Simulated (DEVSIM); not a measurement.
Device: Schottky contact on p-type Si, at 300 K.

Layer 1 from the left is Si, thickness (μm) 0.560, Na (cm⁻³) 3.6e16, τn (s) 5.8e-7, τp (s) 5.8e-7. Layer 2 from the left is Si, thickness (μm) 1.80, Na (cm⁻³) 2.2e18, τn (s) 5.8e-7, τp (s) 5.8e-7.

Left contact: Schottky, work function 4.524 eV, emission velocity 2.3e6 cm/s. Right contact: ohmic. Voltage is applied to the left contact. Recombination: SRH at mid-gap, radiative, Auger. Gap narrowing is on: ΔEg = 6.92 meV × (l + √(l² + 0.5)), l = ln(N/1.3e17 cm⁻³), shared equally by both band edges. Mobility is constant in doping.

This is a model device: material constants are rounded textbook-type values typed into the input, and sizes, dopings and lifetimes were drawn at random. Values at 300 K.

Si: gap (eV) 1.124, affinity (eV) 4.05, permittivity 11.7, Nc (cm⁻³) 2.86e19, Nv (cm⁻³) 3.1e19, μn (cm²/Vs) 1417, μp (cm²/Vs) 470, B (cm³/s) 4.7e-15, Cn (cm⁶/s) 2.8e-31, Cp (cm⁶/s) 9.9e-32.

DEVSIM, 1D drift-diffusion, Boltzmann statistics, complete ionisation; no tunnelling, impact ionisation, image-force lowering or self-heating. Metal contacts follow the ideal Schottky-Mott rule: no Fermi-level pinning, no interface dipoles.

### Question
What does the simulation give for the potential step across the device at zero bias, the dark forward voltage at 100 A/cm², the dark forward voltage at 1 A/cm²?

### Answer
potential step across the device at zero bias 0.562 V; dark forward voltage at 100 A/cm² 0.355 V; dark forward voltage at 1 A/cm² 0.232 V.
